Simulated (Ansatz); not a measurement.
AlP (F-43m) under hydrostatic pressure: electron conductivity mass by PBEsol with spin-orbit coupling, rigid bands (plane waves, PAW; Ansatz, an electronic-structure program). The unloaded cell, whose axes the loads refer to:

```
CELL_PARAMETERS angstrom
      0.00000     2.73525     2.73525
      2.73525     0.00000     2.73525
      2.73525     2.73525     0.00000
ATOMIC_POSITIONS crystal
  Al 0.00000 0.00000 0.00000
  P  0.75000 0.75000 0.75000
```

```
hydrostatic pressure (GPa)  volume per atom (Å³)  electron conductivity mass (mₑ)
--------------------------  --------------------  -------------------------------
-2                                         20.96                            0.339
0                                          20.46                            0.333
2                                          20.02                            0.328
5                                          19.43                                ?
10                                         18.61                            0.313
```

Fit a straight line to ln(electron conductivity mass) against the load over the rows given, and predict the row at 5 GPa.

The means are x̄ = 2.500 GPa and ȳ = -1.1144; Σ(x − x̄)(y − ȳ) = -0.5373 and Σ(x − x̄)² = 83.00, so the slope is -0.647 % per GPa, and the rows given lie within 0.36 % of the line. At 5 GPa the line gives 0.323 mₑ; the calculation gives 0.322 mₑ, 0.26 % from it.

Masses are for dilute carriers at 300 K, harmonic means over directions unless an axis is named. Stresses and pressures are the targets of the relaxation. The structure type is held at every load. Geometry: cell and atoms relaxed with PBEsol.
